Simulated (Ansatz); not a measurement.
## Pressure series in PtTe2

Take PtTe$_{2}$ (space group P-3m1, No. 164; a = 4.0523 Å, c = 5.0964 Å; layered) as the base.

Cell and atoms are relaxed at each pressure.

Method: Ansatz (a program for electronic structure), PBE-D3(BJ), PAW, cutoff 420 eV, without spin-orbit coupling.

```json
[
 {"change": "base", "c/a ratio": "1.258", "volume per atom": "24.16 Å³"},
 {"change": "pressure −2 GPa", "c/a ratio": "1.281", "volume per atom": "25.01 Å³"},
 {"change": "pressure −1 GPa", "c/a ratio": "1.268", "volume per atom": "24.55 Å³"},
 {"change": "pressure 0.3 GPa", "c/a ratio": "(withheld)", "volume per atom": "24.05 Å³"},
 {"change": "pressure 0.7 GPa", "c/a ratio": "1.252", "volume per atom": "(withheld)"},
 {"change": "pressure 1.5 GPa", "c/a ratio": "1.245", "volume per atom": "23.66 Å³"},
 {"change": "pressure 3 GPa", "c/a ratio": "1.236", "volume per atom": "23.24 Å³"},
 {"change": "pressure 5 GPa", "c/a ratio": "1.225", "volume per atom": "22.76 Å³"},
 {"change": "pressure 7.5 GPa", "c/a ratio": "1.213", "volume per atom": "22.23 Å³"},
 {"change": "pressure 10 GPa", "c/a ratio": "1.204", "volume per atom": "(withheld)"}
]
```

### Question
Complete the table.

### Answer

- pressure 0.3 GPa, c/a ratio: 1.255
- pressure 0.7 GPa, volume per atom: 23.92 Å³
- pressure 10 GPa, volume per atom: 21.78 Å³

Load acts through the strain it causes; cell and atoms are relaxed under it. Whether these cells are dynamically stable was not tested. No other phases were tried under pressure. The final runs are not spin-polarised.
